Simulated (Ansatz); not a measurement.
TiO2 (P4₂/mnm, No. 136, 12 atoms in the cell; start mp-1041565), treated with r²SCAN (plane waves, PAW; Ansatz, a first-principles code).

Settings: plane-wave cutoff 560 eV, 8×8×8 k mesh, Fermi–Dirac smearing 0.01 eV, no spin polarisation, scalar-relativistic PAW data made under PBE.

Cell (relaxed at this level):

```
CELL_PARAMETERS angstrom
     -2.95358     3.25040     3.25040
      2.95358    -3.25040     3.25040
      2.95358     3.25040    -3.25040
ATOMIC_POSITIONS crystal
  Ti 0.49999 0.74999 0.75000
  Ti 0.50001 0.25001 0.25000
  Ti 0.00000 0.00000 0.50000
  Ti 0.00000 0.50000 0.00000
  O  0.30462 0.30461 0.50000
  O  0.69538 0.69539 0.50000
  O  0.30462 0.80462 0.00000
  O  0.69538 0.19538 0.00000
  O  0.19539 0.25000 0.94538
  O  0.80461 0.75000 0.05462
  O  0.80462 0.25000 0.55462
  O  0.19538 0.75000 0.44538
```

Task: Predict the band gap.

Result: 
- band gap = 2.22 eV (on the SCF k mesh)

Note: the relaxation could not lower the start's symmetry, so the cell can be a saddle point above a distorted one.

The computed numbers hold no vibrational or temperature effects.

A start named mp-… is a Materials Project structure, which need not be a measured phase.
